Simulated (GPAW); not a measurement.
Input and output of a self-consistent single point for LaCuSeO (P1, 8 atoms in the cell) (GPAW).

Computed with LDA (Perdew-Wang 92), GPAW PAW datasets LDA (gpaw-data 1.0.1) (plane waves; GPAW).

```
CELL_PARAMETERS angstrom
      4.06712     0.00000     0.00000
      0.00000     4.06712     0.00000
      0.00000     0.00000     8.79750
ATOMIC_POSITIONS crystal
  Cu 0.50624 0.49943 0.50366
  Cu 0.01412 0.99258 0.50367
  La 0.48867 0.00872 0.14450
  La 0.97984 0.49402 0.85653
  Se 0.50223 0.99858 0.66868
  Se 0.00760 0.50607 0.33037
  O  0.51183 0.50393 0.00138
  O  0.98947 0.99668 0.99120
```

Reference input (self-consistent single point, DFT LDA (Perdew-Wang 92), plane waves, GPAW PAW datasets LDA (gpaw-data 1.0.1)): mode = pw; ecut = 900 eV; xc = LDA; kpts = 3 3 2; mesh shift (steps) = 0 0 0; occupations.name = methfessel-paxton; occupations.width = 0.05 eV; occupations.order = 0; nbands = -12; symmetry.symmorphic = false; symmetry.tolerance = 0.0005; maxiter = 100. This run's input differs from it in these lines:

```diff
@@ -21,4 +21,5 @@
             kpts={'size': (3, 3, 2), 'gamma': True},
-            occupations={'name': 'methfessel-paxton', 'width': 0.05, 'order': 0},
-            nbands=-12,
+            occupations={'name': 'methfessel-paxton', 'width': 0.025, 'order': 0},
+            nbands=-4,
+            convergence={'bands': -2},
             symmetry={'symmorphic': False, 'tolerance': 0.0005},
```

Output, abridged:

```
     iter     time        total  log10-change:
                         energy   eigst   dens
iter:   1 --:--:--   -63.764865   +0.76
iter:   2 --:--:--   -59.580416   +0.06  -1.18
iter:   3 --:--:--   -56.341186   +0.75  -1.19
iter:   4 --:--:--   -57.221681   +0.54  -1.32
iter:   5 --:--:--   -57.073356   +0.21  -1.40
   [... 2 lines left out ...]
iter:   8 --:--:--   -56.957200   +0.05  -1.58
iter:   9 --:--:--   -56.518238   -0.17  -1.83
iter:  10 --:--:--   -56.579471   -0.92  -2.24
iter:  11 --:--:--   -56.588736   -0.77  -2.25
iter:  12 --:--:--   -56.572964c  -1.13  -2.41
iter:  13 --:--:--   -56.557436c  -1.56  -2.42
   [... lines left out ...]
iter: 100 --:--:--   -56.552639c  -6.24  -10.54c

Did not converge!

Here are some tips:

1) Make sure the geometry and spin-state is physically sound.
2) Use less aggressive density mixing.
3) Solve the eigenvalue problem more accurately at each scf-step.
4) Use a smoother distribution function for the occupation numbers.
5) Try adding more empty states.
6) Use enough k-points.
7) Don't let your structure optimization algorithm take too large steps.
8) Solve the Poisson equation more accurately.
9) Better initial guess for the wave functions.

See details here:

    https://gpaw.readthedocs.io/documentation/convergence.html
Traceback (most recent call last):
   [... frames left out ...]
gpaw.KohnShamConvergenceError: Did not converge!  See text output for help.
```

The run ended unconverged after 100 iterations. 

The starting cell comes from a database of published, mostly measured structures (it also holds non-ambient and calculated ones), without a prior relaxation at this level. Its atoms were displaced at random from the sites of space group no. 129.

Cost on one core of a shared machine: roughly 9 min.
